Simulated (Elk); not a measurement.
## Worked example: self-consistent single point of NaF (Fm-3m, 2 atoms in the cell) in Elk

Level of theory: PBE, all-electron FP-LAPW, Elk's shipped species files, LAPW+lo basis (Elk 10.2.4).

Input as run:

```
tasks
  0

xctype
  20

rgkmax
  8.0

gmaxvr
  16.0

nxoapwlo
  1

rmtscf
  0.97

stype
  3

swidth
  0.000734986

scale
  1.889726125

avec
    0.0000000000    2.2904670000    2.2904670000
    2.2904670000    0.0000000000    2.2904670000
    2.2904670000    2.2904670000    0.0000000000

sppath
  'species/'

atoms
  2   : nspecies
  'Na.in'   : spfname
  1   : natoms; atposl, bfcmt below
  0.0000000000  0.0000000000  0.0000000000    0.0 0.0 0.0
  'F.in'   : spfname
  1   : natoms; atposl, bfcmt below
  0.5000000000  0.5000000000  0.5000000000    0.0 0.0 0.0

ngridk
  6 6 6
```

Output, abridged:

```
│ Elk code version 10.2.4 │

All units are atomic (Hartree, Bohr, etc.)

│ Ground-state run starting from atomic densities │

Lattice vectors :
   0.000000000       4.328355328       4.328355328
   4.328355328       0.000000000       4.328355328
   4.328355328       4.328355328       0.000000000

Unit cell volume      :    162.1805296
Brillouin zone volume :    1.529469747

Muffin-tin inner radius fraction :   0.1000000000E-01

Nuclei treated as point charges

Species :    1 (Na)
 parameters loaded from : Na.in
 name : sodium
 nuclear charge    :   -11.00000000
 electronic charge :    11.00000000
 atomic mass :    41907.78700
 muffin-tin radius :    2.134000000
 number of radial points in muffin-tin :    397
 atomic positions (lattice), magnetic fields (Cartesian) :
   1 :   0.00000000  0.00000000  0.00000000    0.00000000  0.00000000  0.00000000

Species :    2 (F)
 parameters loaded from : F.in
 name : fluorine
 nuclear charge    :   -9.000000000
 electronic charge :    9.000000000
 atomic mass :    34631.97042
 muffin-tin radius :    1.940000000
 number of radial points in muffin-tin :    297
 atomic positions (lattice), magnetic fields (Cartesian) :
   1 :   0.50000000  0.50000000  0.50000000    0.00000000  0.00000000  0.00000000

Total number of atoms per unit cell :    2

Spin treatment :
 spin-unpolarised

Number of Bravais lattice symmetries :   48
Number of crystal symmetries         :   48
Crystal has inversion symmetry
Real symmetric eigensolver will be used

k-point grid :      6     6     6
k-point offset :    0.000000000       0.000000000       0.000000000
k-point set is reduced with full crystal symmetry group
Total number of k-points :       16

Muffin-tin radius times maximum |G+k| :    8.000000000
 using average radius
Maximum |G+k| for APW functions       :    3.927344134
Maximum (1/2)|G+k|²                   :    7.712015972
Maximum |G| for potential and density :    16.00000000
 potential will be trimmed for |G| > 2 gkmax
Constant for pseudocharge density :    9
Radial integration step length :    4

G-vector grid sizes :     32    32    32
Number of G-vectors :    11191

Maximum angular momentum used for
 APW functions                      :    8
 outer part of muffin-tin           :    6
 inner part of muffin-tin           :    1

Total nuclear charge    :   -20.00000000
Total core charge       :    4.000000000
Total valence charge    :    16.00000000
Total excess charge     :    0.000000000
Total electronic charge :    20.00000000

Effective Wigner radius, rₛ :    1.246311789

Number of empty states         :    8
Total number of valence states :   16
Total number of core states    :    4

Total number of local-orbitals :   16

Exchange-correlation functional :     20     0     0
 Perdew-Burke-Ernzerhof, Phys. Rev. Lett. 77, 3865 (1996)
 gradient requirement :    1
 generalised gradient approximation (GGA)

Smearing type :    3
 Fermi-Dirac
Smearing width :   0.7349860000E-03
Effective electronic temperature (K) :    232.0902224

Mixing type :    3
 Broyden mixing, J. Phys. A: Math. Gen. 17, L317 (1984)

Kohn-Sham potential initialised from atomic data

│ Self-consistent loop started │
│ Loop number : 1 │
 total energy                :     -266.118308081
│ Loop number : 2 │
 total energy                :     -266.051809253
RMS change in Kohn-Sham potential (target) :    1.365167548     (  0.1000000000E-05)
Absolute change in total energy (target)   :   0.6649882837E-01 (  0.1000000000E-03)
│ Loop number : 3 │
 total energy                :     -265.836011160
RMS change in Kohn-Sham potential (target) :    1.269372480     (  0.1000000000E-05)
Absolute change in total energy (target)   :   0.2324227997     (  0.1000000000E-03)
│ Loop number : 4 │
 total energy                :     -263.940980338
RMS change in Kohn-Sham potential (target) :   0.5552081522     (  0.1000000000E-05)
Absolute change in total energy (target)   :    1.953136523     (  0.1000000000E-03)
│ Loop number : 5 │
 total energy                :     -262.960068978
RMS change in Kohn-Sham potential (target) :   0.1755603329     (  0.1000000000E-05)
Absolute change in total energy (target)   :    1.469195491     (  0.1000000000E-03)
│ Loop number : 6 │
 total energy                :     -262.633068469
RMS change in Kohn-Sham potential (target) :   0.4419303430E-01 (  0.1000000000E-05)
Absolute change in total energy (target)   :   0.6942993810     (  0.1000000000E-03)
│ Loop number : 7 │
 total energy                :     -262.518170307
RMS change in Kohn-Sham potential (target) :   0.4669648138E-02 (  0.1000000000E-05)
Absolute change in total energy (target)   :   0.2884730075     (  0.1000000000E-03)
│ Loop number : 8 │
 total energy                :     -262.513694057
RMS change in Kohn-Sham potential (target) :   0.1332842315E-02 (  0.1000000000E-05)
Absolute change in total energy (target)   :   0.7659450152E-01 (  0.1000000000E-03)
│ Loop number : 9 │
 total energy                :     -262.508887531
RMS change in Kohn-Sham potential (target) :   0.6354090441E-03 (  0.1000000000E-05)
Absolute change in total energy (target)   :   0.2395515150E-01 (  0.1000000000E-03)
│ Loop number : 10 │
 total energy                :     -262.508596346
RMS change in Kohn-Sham potential (target) :   0.2612636437E-03 (  0.1000000000E-05)
Absolute change in total energy (target)   :   0.6279972741E-02 (  0.1000000000E-03)
│ Loop number : 11 │
 total energy                :     -262.507351355
RMS change in Kohn-Sham potential (target) :   0.3518782130E-04 (  0.1000000000E-05)
Absolute change in total energy (target)   :   0.2814984820E-02 (  0.1000000000E-03)
│ Loop number : 12 │
 total energy                :     -262.507438599
RMS change in Kohn-Sham potential (target) :   0.3685190813E-05 (  0.1000000000E-05)
Absolute change in total energy (target)   :   0.6165017207E-03 (  0.1000000000E-03)
│ Loop number : 13 │
 total energy                :     -262.507443432
RMS change in Kohn-Sham potential (target) :   0.1519024733E-05 (  0.1000000000E-05)
Absolute change in total energy (target)   :   0.1492931736E-03 (  0.1000000000E-03)
│ Loop number : 14 │
 total energy                :     -262.507443864
RMS change in Kohn-Sham potential (target) :   0.3947696424E-06 (  0.1000000000E-05)
Absolute change in total energy (target)   :   0.3689084804E-04 (  0.1000000000E-03)
Convergence targets achieved

│ Loop number : 15 │

Energies :
 Fermi                       :    -0.621402128946E-01
 sum of eigenvalues          :     -133.813333911
 electron kinetic            :      262.376904588
 core electron kinetic       :      187.296274769
 Coulomb                     :     -499.963186578
 Coulomb potential           :     -364.113324973
 nuclear-nuclear             :     -54.1823818643
 electron-nuclear            :     -527.448284455
 Hartree                     :      81.6674797410
 Madelung                    :     -317.906524092
 xc potential                :     -32.0769135273
 exchange                    :     -24.2326615442
 correlation                 :    -0.688497225894
 electron entropic           :    -0.155614213325E-11
 total energy                :     -262.507440760

Density of states at Fermi energy :   0.1360279324E-06
 (states/Hartree/unit cell)

Estimated indirect band gap :   0.2402224720
 from k-point      1 to k-point      1
Estimated direct band gap   :   0.2402224720
 at k-point      1

Charges :
 core                        :    4.000000000
 valence                     :    16.00000000
 interstitial                :   0.9678191102
 muffin-tins (core leakage)
  species :    1 (Na)
   atom    1                 :    10.05728741     ( -0.4440892099E-15)
  species :    2 (F)
   atom    1                 :    8.974893482     (  0.4038924750E-10)
 total in muffin-tins        :    19.03218089
 total calculated charge     :    20.02652631
 total charge                :    20.00000000
 error                       :   0.2652631197E-01

│ Self-consistent loop stopped │
```

The run converged in 15 iterations. The count includes the last loop, which Elk runs after its targets are met.

The starting cell comes from a database of computed structures (which also holds hypothetical and non-ambient phases and stackings), without a prior relaxation at this level. Its lattice was rescaled by a random factor within 2.5 % of one. Values depend on the basis (sphere radii, cutoffs, local orbitals), which need not be converged.
